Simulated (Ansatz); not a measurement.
Defect: interstitial Zr in monoclinic ZrO2, charge state +4. The step: a concerted move, in which Zr travels most; the atom moves 1.46 Å along (-0.26, 0.08, -0.11) of the unit cell; the moving atom starts with neighbours O at 1.99, O at 2.01, O at 2.09, O at 2.11, O at 2.17, O at 2.31, O at 2.48 Å and ends with O at 1.99, O at 2.01, O at 2.09, O at 2.11, O at 2.17, O at 2.31, O at 2.48 Å. A PBE band in Ansatz (plane-wave PAW, the Γ point alone, 96 host sites, 38 SCF runs with any check of the saddle's order, static, no finite-size correction) gives a forward barrier of 0.61 eV. The saddle point's order was not checked, and it lies on a symmetry element of the cell, where a band can be held. The charge state is imposed; whether it is stable for some Fermi level was not computed. Sites that were not tried may lie lower.

Single points at the band's start and saddle point can refine it. Rough cost of one point, in units of the band's mean SCF on the same machine:

```tsv
Level	Cost of one point
PBE, a 2×2×2 k-point mesh shifted by half a step	about 8
r2SCAN at 500 eV, the Γ point alone	about 2
```

Question: Which of these move the barrier by more than 0.1 eV, and how far does each move it?

Answer: Not one does. PBE, a 2×2×2 k-point mesh shifted by half a step: +0.02 eV; r2SCAN at 500 eV, the Γ point alone: +0.05 eV. Each functional is compared with PBE at the same k-points.

Ansatz is an electronic-structure program.
